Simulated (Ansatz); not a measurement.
The reference is SrO in the rock salt structure (space group Fm-3m, No. 225; a = 5.1224 Å). Axes: x, y, z lie along the cube axes.

Calculations: PBEsol in Ansatz (plane waves to 420 eV, PAW, without spin-orbit coupling).

One thing is altered: uniaxial strain ε_zz = +0.50 %, all other strain components held at zero; the atoms relax in the strained cell.

### Question
Predict the stress tensor and what it implies for the stiffness.

### Answer
Stress of the strained cell less that of the base (GPa, compression positive):
```
  -0.24    0.00    0.00
   0.00   -0.24    0.00
   0.00    0.00   -0.89
```

Then −Δσ_ii/ε with ε = 0.0050 gives relaxed-ion elastic constants: C33 ≈ 178 GPa.

Whether these cells are dynamically stable was not tested.

Ansatz is a program for electronic structure.
